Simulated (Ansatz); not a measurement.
LiF (P6₃mc, No. 186, 4 atoms in the cell; start mp-1185301; a measured phase of this formula has another space group) was calculated with PBE0 (plane waves, PAW; Ansatz, a program for electronic structure).

Run with plane-wave cutoff 460 eV, 9×9×6 k mesh (along the axes of the cell as run), Fermi–Dirac smearing 0.01 eV, scalar-relativistic PAW data made under PBE.

Cell (relaxed with PBEsol):

Space group P6₃mc (No. 186); a = 3.0957 Å, b = 3.0957 Å, c = 4.8097 Å, α = 90.00°, β = 90.00°, γ = 120.00°

```tsv
atom	site	symmetry	x	y	z
Li	2b	3m.	0.3333	0.6667	0.3824
F	2b	3m.	0.6667	0.3333	0.4926
```

Task: What does this level give for the band gap?

Result: 
* **band gap**: 10.71 eV (on the SCF k mesh)

The computed numbers hold no vibrational or temperature effects.

The result took roughly 60 core-seconds.

A start named mp-… is a Materials Project structure, which need not be a measured phase.
